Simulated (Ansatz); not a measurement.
Consider CdTe in the zinc blende structure (space group F-43m, No. 216; a = 6.558 Å).

Calculations: plane-wave PAW DFT at the r2SCAN level (Ansatz, a first-principles code, 500 eV), spin-orbit coupling left out, earlier PAW set.

Before the change:

- Density = 5.65 g/cm³

It is then changed as follows: a hydrostatic pressure of 15 GPa.

Task: What does the calculation give for the density after the change?

Result: The density rises by 1.405 g/cm³ to 7.06 g/cm³.

Load acts through the strain it causes; cell and atoms are relaxed under it. No phonon test of stability was made. Measured, CdTe leaves this structure (for cinnabar) near 3.53 GPa (temperature not stated; as listed in Datta, Sujoy, Jana, Debnarayan, arXiv (2020)), on rising pressure, with hysteresis.
